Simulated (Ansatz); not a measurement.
Consider the formation energy of the neutral V_O in SnO2 (rutile, P4₂/mnm). Reaction: 4 SnO2 (rutile) → cell A + 1/2 O2 (gas).

Cell A: a supercell of 12 sites of SnO2 (rutile, P4₂/mnm) with one empty O site amid 3 Sn; spin state with PBE: run without spin, k-point mesh 6×6×5.
```
CELL_PARAMETERS angstrom
      4.82730     0.00000     0.00000
      0.00000     4.82730     0.00000
      0.00000     0.00000     6.47595
ATOMIC_POSITIONS crystal
  Sn 0.00490 0.00490 0.00000
  Sn 0.49381 0.49381 0.24478
  O  0.70026 0.70026 0.00000
  O  0.81188 0.19737 0.24892
  O  0.19737 0.81188 0.24892
  Sn 0.99406 0.99406 0.50000
  Sn 0.49381 0.49381 0.75522
  O  0.30176 0.30176 0.50000
  O  0.68729 0.68729 0.50000
  O  0.81188 0.19737 0.75108
  O  0.19737 0.81188 0.75108
```

Reference: SnO2 (rutile, P4₂/mnm), 12 atoms in the cell, the relaxed perfect crystal repeated, atoms not moved again, k-point mesh 6×6×5 on the run's own vectors.

Reference: an isolated O2 molecule (triplet) in a box of 11 × 11 × 13 Å.

All numbers come from Ansatz (a program for electronic structure), plane waves with PAW, its PAW set soft_1, cutoff 420 eV, 500 eV for r2SCAN. The structures are at rest with PBE, within the held lattices; other levels are single points on them. HSE06 runs on coarser k-point meshes, mended by the PBE difference between the two meshes. Neutral cells; Fermi-Dirac smearing of at most 0.05 eV in the solids, energies taken to zero width. The lattices are those relaxed with PBE, so at other levels the solids can be strained, which adds to the spread. A dispersion term (D3(BJ), or D4 for r2SCAN) was computed beside these levels and is taken off wherever the name lacks it. Space groups of crystals are read within 0.01 Å. No zero-point or thermal terms. The structures are the rest points that the relaxations reached, not proven lowest. The runs are scalar-relativistic, without spin-orbit coupling. Values are for these cell sizes. The cell is small for its defects, so this is an ordered compound on the host's lattice rather than an isolated defect. The value holds for the reservoirs listed; other chemical potentials shift it. Cell A has symmetry Amm2 within 0.02 Å and got no random move, so less symmetric positions, which may lie lower, weren't tried.

Problem. What value does r2SCAN give?

Solution. 4.66 eV, for 4 SnO2 (rutile) → cell A + 1/2 O2 (gas).

Problem. What do the other levels give, and how wide is the spread?

Solution. 
```tsv
Level	value (eV)	less r2SCAN
HSE06	4.50	-0.16
```

The levels shown span 0.16 eV, from HSE06 (4.50) to r2SCAN (4.66).
